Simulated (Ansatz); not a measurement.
Consider interstitial H in zinc-blende AlP, charge state +1. Calculation: PBE, PAW (plane waves to 420 eV; Ansatz, a first-principles code).

Cell of 64 host sites held at the relaxed PBE lattice; a 2×2×2 k-point mesh shifted by half a step; Fermi-Dirac width 0.01 eV, spin-restricted; finite-size errors left in. No zero-point or tunnelling terms. The charge state is imposed; whether it is stable for some Fermi level was not computed. Sites that were not tried may lie lower.

Barriers: single points on a 3×3×3 k-point mesh shifted by half a step at the bands' geometries.

Relaxed starting cell (atoms counted from 1):

```xyz
65
Lattice="11.0165 0.0000 0.0000 0.0000 11.0165 0.0000 0.0000 0.0000 11.0165" Properties=species:S:1:pos:R:3 pbc="T T T"
Al    -0.3369    -0.3267     0.3294
Al    -0.0096    -0.0070     5.5125
Al    -0.0098     5.5031     0.0066
Al    -0.0109     5.5131     5.5037
Al     5.5000    -0.0067     0.0058
Al     5.5148    -0.0096     5.4972
Al     5.5128     5.5173     0.0089
Al     5.5053     5.5091     5.5066
P      1.3689     1.3733     4.1481
P      1.5900     1.5866     9.4275
P      1.3805     6.8726     4.1438
P      1.3687     6.8684     9.6431
P      6.8718     1.3849     4.1406
P      6.8635     1.3735     9.6428
P      6.8796     6.8842     4.1321
P      6.8705     6.8746     9.6314
Al     0.0128     2.7565     2.7806
Al    -0.0511     2.8267     8.1897
Al    -0.0169     8.2211     2.7963
Al     0.0129     8.2385     8.2620
Al     5.5025     2.7553     2.7576
Al     5.5186     2.7633     8.2540
Al     5.4986     8.2572     2.7601
Al     5.5023     8.2596     8.2617
P      1.3674     4.1291     1.3825
P      1.3877     4.1535     6.8627
P      1.3937     9.5902     1.4264
P      1.3679     9.6344     6.8872
P      6.8790     4.1284     1.3801
P      6.8885     4.1363     6.8804
P      6.8751     9.6341     1.3820
P      6.8794     9.6360     6.8881
Al     2.7494     0.0154     2.7796
Al     2.8358    -0.0386     8.1777
Al     2.7512     5.5087     2.7559
Al     2.7567     5.5208     8.2552
Al     8.2195    -0.0110     2.7930
Al     8.2304     0.0147     8.2612
Al     8.2521     5.5025     2.7611
Al     8.2567     5.5089     8.2609
P      4.1257     1.3687     1.3839
P      4.1613     1.3947     6.8521
P      4.1239     6.8858     1.3782
P      4.1308     6.8900     6.8812
P      9.5867     1.4037     1.4256
P      9.6276     1.3674     6.8868
P      9.6302     6.8774     1.3828
P      9.6357     6.8849     6.8888
Al     2.8326     2.8335     0.0416
Al     2.7573     2.7611     5.4956
Al     2.7494     8.2369    -0.0162
Al     2.7514     8.2590     5.5088
Al     8.2298     2.7555    -0.0153
Al     8.2564     2.7546     5.5088
Al     8.2187     8.2214     0.0117
Al     8.2521     8.2547     5.5144
P      4.1300     4.1358     4.1257
P      4.1571     4.1611     9.6231
P      4.1234     9.6377     4.1316
P      4.1244     9.6339     9.6464
P      9.6345     4.1284     4.1331
P      9.6270     4.1299     9.6483
P      9.6293     9.6339     4.1387
P      9.5858     9.5913     9.6156
H      0.8084     0.7158    -0.7493
```
Cell charge +1.

End state 1 differs by these moves (Å; atoms that move under 0.08 Å are left out):

| atom | element | Δx | Δy | Δz |
|---|---|---|---|---|
| 1 | Al | 0.24 | 0.29 | -0.24 |
| 10 | P | -0.43 | 0.00 | 0.43 |
| 34 | Al | 0.24 | -0.29 | -0.24 |
| 65 | H | 1.19 | 0.00 | -1.19 |

Predict the forward and backward barriers to end state 1 from PBE, PAW.

forward 0.21 eV, backward 0.21 eV; at the saddle point atom 65 has neighbours 2 Al at 2.13; P at 1.45 Å. The saddle point's order was not checked, and it lies on a symmetry element of the cell, where a band can be held.
